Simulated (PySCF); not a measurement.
PySCF 2.14.0, WB97X/def2-tzvp, df: C[CH]F, charge +1, multiplicity 1, 7 atoms. The geometry is a generated start, not checked to be a minimum at this level.

```yaml
task: energy
method: wb97x
basis: def2-tzvp
two_electron_scheme: density fitting
mol.max_memory: 3000 MB
mf.max_cycle: 100
mf.diis_space: 8 (default)
mf.conv_tol: 1e-09 (default)
mf.grids.level: 3 (default)
basis_functions: 117
grid_points: 81736
```

```xyz
7

C     -0.5899    -0.0797    -0.1535
C      0.7737     0.1398     0.1128
F      1.5414    -0.8045     0.4569
H     -1.0162     0.6713    -0.8271
H     -1.1610     0.0803     0.7890
H     -0.8246    -1.1197    -0.4125
H      1.2767     1.1125     0.0344
```

Charge 1 and multiplicity 1 are set for this test and not shown to be the ground state.

With the defaults (mf.diis = true, mf.level_shift = 0, mf.diis_damp = 0, mf.damp = 0, mf.diis_start_cycle = 1, mf.init_guess = minao, mf.DIIS = CDIIS) it converges in 12 Fock builds. One run each on 2 threads, 1 BLAS thread, with these changes:
- mf.init_guess = 1e
- mf.level_shift = 0.1 Hartree
- mf.diis_damp = 0.3
- mf.damp = 0.3, mf.diis_start_cycle = 4
- mf.DIIS = ADIIS
- mf.level_shift = 0.3 Hartree
- mf.diis = false
- mf.DIIS = EDIIS
- mf.init_guess = atom

Question: Which runs fail or end elsewhere than the default run?

Answer: No convergence: mf.diis = false (the run ends without SCF convergence in 100 cycles). The rest reach the solution of the defaults.

```tsv
setting	Fock builds	end
the defaults	12	same solution
mf.diis_damp = 0.3	12	same solution
mf.init_guess = atom	12	same solution
mf.damp = 0.3, mf.diis_start_cycle = 4	13	same solution
mf.level_shift = 0.1 Hartree	13	same solution
mf.level_shift = 0.3 Hartree	14	same solution
mf.DIIS = ADIIS	14	same solution
mf.init_guess = 1e	19	same solution
mf.DIIS = EDIIS	61	same solution
mf.diis = false	101	no convergence
```
